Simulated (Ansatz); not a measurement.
Take PtSe₂ in the CdI2 type structure (space group P-3m1, No. 164; layered; relaxed with 0.1 eV smearing) as the base.

```
PtSe2
1.0
    3.77223     0.00000     0.00000
   -1.88611     3.26684     0.00000
    0.00000     0.00000     4.82115
Pt Se
1 2
Direct
  0.00000   0.00000   0.00000
  0.33333   0.66667   0.26550
  0.66667   0.33333   0.73450
```

Method: PBE-D3(BJ), PAW, 420 eV (Ansatz, a first-principles code; spin-orbit coupling left out).

For the base:

Pressure: 0.0 GPa

One thing is altered: an isotropic linear strain of +2.00 %; the atoms relax in the strained cell.

**Question.** What happens to the pressure?

**Answer.** The pressure (mean of the normal stresses, compression positive) goes from zero to -4.1 GPa.

**Question.** What happens to the largest internal atomic displacement?

**Answer.** The largest internal atomic displacement amounts to 0.052 Å.

Stability against distortions was not tested. The final runs are not spin-polarised.
